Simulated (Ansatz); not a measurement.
Consider the following.

End structure of the (111)A surface of zinc-blende ZnSe, Zn-terminated, 2x2 with 1 H on 4 top atoms (bottom of the slab: 2 H on 4 bottom sites):

```xyz
35
Lattice="8.1098 0.0000 0.0000 -4.0549 7.0233 0.0000 0.0000 0.0000 30.0000" Properties=species:S:1:pos:R:3 pbc="T T T"
Se    -0.0235     0.0136     9.8433
Se     4.0725    -0.0108     9.3865
Se    -2.0094     3.5012     9.3883
Se     2.0071     3.5229     9.8526
Zn     2.2099     1.0610    10.4418
Zn     5.8571     1.2996    10.4277
Zn    -0.2233     4.8114    10.4257
Zn     4.2403     4.5788    10.4425
Se     2.0275     1.1706    12.9207
Se     6.0824     1.1706    12.9207
Se     0.0000     4.6822    12.9207
Se     4.0549     4.6822    12.9207
Zn     0.0000     2.3411    13.7484
Zn     4.0549     2.3411    13.7484
Zn    -2.0275     5.8528    13.7484
Zn     2.0275     5.8528    13.7484
Se     0.0024     2.3456    16.2346
Se     4.0625     2.3468    16.2321
Se    -2.0231     5.8483    16.2363
Se     2.0322     5.8516    16.2541
Zn     0.0202     0.0101    17.0521
Zn     4.0436     0.0078    17.0649
Zn    -2.0183     3.5147    17.0784
Zn     2.0292     3.4958    17.0723
Se     0.1056     0.0590    19.5673
Se     3.9915    -0.0035    19.5761
Se    -1.9611     3.5472    19.6190
Se     1.9961     3.4543    19.5817
Zn     2.1693     1.2467    20.7996
Zn     6.0676     1.1306    19.7608
Zn     0.0930     4.7345    20.5951
Zn     4.0165     4.6862    19.7590
H      0.0554    -0.0330     8.3650
H      2.0775     3.4817     8.3740
H      2.0316     1.1669    22.3372
```

Slab: 35 atoms, 13.9 Å thick at the start with caps and adatoms (thin: gaps and levels are the slab's own); k 3x3x1, smearing 0.025 eV, dipole-corrected; 8 atoms held, the rest relaxed; no symmetry held; spin-polarised, no spin-orbit, no U. The slab shows no gap over 0.04 eV on its mesh. The starting moment vanished. It is one candidate, not shown to be the stable structure of the face.

**Question.** Estimate the work function of the top face that PBE run with Ansatz (a quantum-chemistry and plane-wave program) returns for this input.

**Answer.** 3.91 eV
